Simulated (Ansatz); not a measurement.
The band gap in a series of structures.

Cell A: MgB2 (P6/mmm), 3 atoms in the cell, k-point mesh 12×12×10 on the run's own vectors.
```
MgB2
1.0
    3.07105     0.00000     0.00000
   -1.53553     2.65961     0.00000
    0.00000     0.00000     3.50309
Mg B
1 2
Direct
  0.00000   0.00000   0.00000
  0.66667   0.33333   0.50000
  0.33333   0.66667   0.50000
```

Cell B: MgB4 (Pnma), 20 atoms in the cell, k-point mesh 8×6×5 on the run's own vectors.
```
CELL_PARAMETERS angstrom
      0.00000    -4.37998     0.00000
     -5.47597     0.00000     0.00000
      0.00000     0.00000    -7.40627
ATOMIC_POSITIONS crystal
  Mg 0.25000 0.54466 0.36164
  Mg 0.75000 0.45534 0.63836
  Mg 0.75000 0.95534 0.86164
  Mg 0.25000 0.04466 0.13836
  B  0.25000 0.22186 0.84719
  B  0.75000 0.77814 0.15281
  B  0.75000 0.27814 0.34719
  B  0.25000 0.72186 0.65281
  B  0.25000 0.05296 0.64741
  B  0.75000 0.94704 0.35259
  B  0.75000 0.44704 0.14741
  B  0.25000 0.55296 0.85259
  B  0.05813 0.63281 0.06305
  B  0.94187 0.36719 0.93695
  B  0.94187 0.86719 0.56305
  B  0.05813 0.13281 0.43695
  B  0.44187 0.13281 0.43695
  B  0.55813 0.86719 0.56305
  B  0.55813 0.36719 0.93695
  B  0.44187 0.63281 0.06305
```

Plane-wave PAW calculations with Ansatz (an electronic-structure program), its default PAW set, cutoff 500 eV. The structures are at rest with r2SCAN. Neutral cells; Fermi-Dirac smearing of at most 0.05 eV in the solids, energies taken to zero width. Larger cells are relaxed on a coarser mesh till forces fall under 0.03 eV/Å, which some starts already meet. No structure search was made; lower ones may exist. A dispersion term ran beside these levels; it doesn't touch the electrons. Gaps are highest filled to lowest empty Kohn-Sham level on the run's k-point mesh, states of defects and surfaces included; edges off the mesh make the true gap smaller, and under 0.08 eV counts as none.

Problem. What does r2SCAN give for the band gap of each cell (eV)?

Solution. 
| cell | r2SCAN |
|---|---|
| A | none |
| B | 0.46 |

With r2SCAN the value of B exceeds that of A by 0.46 eV.
